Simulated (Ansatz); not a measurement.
Here is the system:

```yaml
crystal:
  lattice:
    - [0.00000, 2.80217, 2.80217]
    - [2.80217, 0.00000, 2.80217]
    - [2.80217, 2.80217, 0.00000]
  atoms:
    - { symbol: Te, position: [0.75000, 0.75000, 0.75000] }
    - { symbol: Be, position: [0.00000, 0.00000, 0.00000] }
```

No spin polarisation.

Calculations: PBEsol (Ansatz, a quantum-chemistry and plane-wave program), no SOC. Settings: 10×10×10 k-points, 0.05 eV Fermi–Dirac smearing.

Problem. Predict the band gap, electron mass, gap character and smallest direct gap.

Solution. Band gap: 1.84 eV
Electron mass: 1.4 mₑ along k, 0.25 mₑ across (at X)
Gap character: indirect, Γ → X
Smallest direct gap: 3.61 eV

With Te present, leaving out spin-orbit coupling can change the band edges. Masses are band curvatures over ±0.01 Å⁻¹ around the edge. Along k means along the line from Γ to the band edge. Whether these cells are dynamically stable was not tested. The cell was made from BeS by this change: S → Te.
